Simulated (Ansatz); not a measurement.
The starting structures come from a database of crystals and need not be the phases stable at ambient conditions.

 Where the default PAW files enter, the runs use the earlier of Ansatz's two default sets.

The decay constant κ of evanescent states in the gap governs leakage through a thin film.

Here is the system:

```yaml
crystal:
  lattice:
    - [6.12636, 0.00000, 0.00000]
    - [-3.06318, 5.30558, 0.00000]
    - [3.06318, 1.76853, 5.00215]
  atoms:
    - { symbol: Na, position: [0.00000, 0.00000, 0.00000] }
    - { symbol: In, position: [0.00000, 0.50000, 0.50000] }
    - { symbol: H, position: [0.63717, 0.81859, 0.81859] }
    - { symbol: H, position: [0.36283, 0.18141, 0.18141] }
    - { symbol: H, position: [0.63717, 0.45576, 0.18141] }
    - { symbol: H, position: [0.36283, 0.54424, 0.81859] }
    - { symbol: H, position: [0.63717, 0.81859, 0.54424] }
    - { symbol: H, position: [0.36283, 0.18141, 0.45576] }
    - { symbol: H, position: [0.63717, 0.18141, 0.18141] }
    - { symbol: H, position: [0.36283, 0.81859, 0.81859] }
    - { symbol: N, position: [0.50000, 0.75000, 0.75000] }
    - { symbol: N, position: [0.50000, 0.25000, 0.25000] }
    - { symbol: F, position: [0.48610, 0.74305, 0.25695] }
    - { symbol: F, position: [0.51390, 0.25695, 0.74305] }
    - { symbol: F, position: [0.00000, 0.74305, 0.25695] }
    - { symbol: F, position: [0.00000, 0.25695, 0.74305] }
    - { symbol: F, position: [0.00000, 0.25695, 0.25695] }
    - { symbol: F, position: [0.00000, 0.74305, 0.74305] }
```

Space group of this cell: Fm-3m. The cell was relaxed by PBE-D3(BJ); by r2SCAN its mean pressure is -2.8 GPa.

Transport runs along the normal of the first two printed cell vectors, the (111) plane of the conventional cell.

The gap is the functional's own. No spin-orbit coupling. Mid-gap values are interpolated on the energy grid.

Problem. Estimate the band gap and the smallest decay constant κ at mid-gap that r2SCAN run with Ansatz (an electronic-structure program) returns for this system.

Solution. Gap 5.94 eV on a 8×8×8 mesh; κ = 0.488 1/Å, at the zone centre.
